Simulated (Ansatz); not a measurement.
In a free zigzag chain of W atoms, spin-degenerate bands cross the Fermi level 4 times between Γ and the zone edge.

The numbers are results of PBE (plane waves to 420 eV, PAW; Ansatz, a program for electronic structure), not measurements. Mesh 1×1×80. Collinear spin, started with parallel moments, which vanish. Isolated but for its images some 11 Å away. A hypothetical model. Only distortions within the start's symmetry and period were free. Pairing along the axis, which can open a gap, is among the distortions not tried. Values not marked SOC lack spin–orbit coupling.

Question: What are the conductance and the two-terminal resistance of a perfect, endless piece?

Answer: Each crossing on the half of the zone with k > 0 has a partner at −k, so it gives one mode in each direction. Counting spin there are 8 modes, each carrying e²/h = 38.74 μS. G = 8 × 38.74 = 309.9 μS and R = 1/G = 3.23 kΩ, whatever the length. Scattering by phonons, roughness and contacts can only raise R.
